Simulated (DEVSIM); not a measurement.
Structure: Schottky contact on p-type CdTe, at 300 K.

```csv
layer (left to right),material,thickness (μm),Na (cm⁻³),τn (s),τp (s)
1,CdTe,0.540,1.5e15,4.5e-10,4.5e-10
2,CdTe,8.10,1.7e18,4.5e-10,4.5e-10
```

Left contact: Schottky, work function 5.1 eV, emission velocity 4.7e6 cm/s. Right contact: ohmic. Voltage is applied to the left contact. Recombination: SRH at mid-gap, radiative, Auger. Mobility is μmin + (μ − μmin)/(1 + (N/Nref)^α).

The device is made up for the run: typed textbook-type constants, with dimensions and the other settings drawn at random. Values at 300 K.

| parameter | CdTe |
|---|---|
| gap (eV) | 1.5 |
| affinity (eV) | 4.28 |
| permittivity | 10.2 |
| Nc (cm⁻³) | 8e17 |
| Nv (cm⁻³) | 1.8e19 |
| μn (cm²/Vs) | 1000 |
| μp (cm²/Vs) | 80 |
| μn,min | 100 |
| μp,min | 10 |
| Nref,n | 1e17 |
| Nref,p | 1e17 |
| αn | 0.6 |
| αp | 0.6 |
| B (cm³/s) | 1e-10 |
| Cn (cm⁶/s) | 1e-30 |
| Cp (cm⁶/s) | 1e-30 |

Simulated with DEVSIM: 1D drift-diffusion, Boltzmann statistics, complete ionisation; no tunnelling, impact ionisation, image-force lowering or self-heating. Metal contacts follow the ideal Schottky-Mott rule: no Fermi-level pinning, no interface dipoles.

The metal work function was swept, all else fixed.

| metal work function (eV) | dark forward voltage at 1 A/cm² (V) | potential step across the device at zero bias (V) | dark forward voltage at 100 A/cm² (V) |
|---|---|---|---|
| 4.9 | 0.520 | 0.819 | 0.830 |
| 4.95 | 0.470 | 0.769 | 0.780 |
| 5 | 0.420 | 0.719 | 0.730 |
| 5.05 | 0.370 | 0.669 | 0.680 |
| 5.1 | 0.320 | 0.619 | 0.630 |
| 5.15 | 0.270 | 0.569 | 0.580 |
| 5.2 | 0.220 | 0.519 | 0.530 |
| 5.25 | 0.170 | 0.469 | 0.480 |

From the first row to the last the dark forward voltage at 1 A/cm² goes from 0.520 to 0.170. From the first row to the last the potential step across the device at zero bias goes from 0.819 to 0.469.
